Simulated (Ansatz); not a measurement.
Effect of Se → W on SnSe

Start from SnSe in the GeS type structure (space group Pnma, No. 62; a = 11.492 Å, b = 4.169 Å, c = 4.385 Å; layered, stacked along the Cartesian x axis).

Perturbation: every Se is replaced by W, then cell and atoms are relaxed.

Level of theory: Ansatz (a quantum-chemistry and plane-wave program) PBE-D3(BJ), scalar-relativistic without spin-orbit coupling, earlier PAW set. k-mesh 15×15×11 (Γ-centred); smearing 0.05 eV (Fermi–Dirac), for the changed cell.

The volume per atom decreases by 6.94 Å³ to 19.32 Å³ and the space group becomes Cmcm (No. 63) (base: Pnma (No. 62)). The shortest interatomic distance drops by 0.153 Å, from 2.766 Å to 2.613 Å and the band gap changes from 0.46 eV to zero (an upper bound: an edge found on the path is not a true extremum; the base alone).

Stability against distortions was not tested. As relaxed here, SnW is a hypothetical phase, not in the database extracts checked. All final runs are without spin polarisation. The program warned that a D3 coordination switch lies within reach, so dispersion energies are less smooth here.
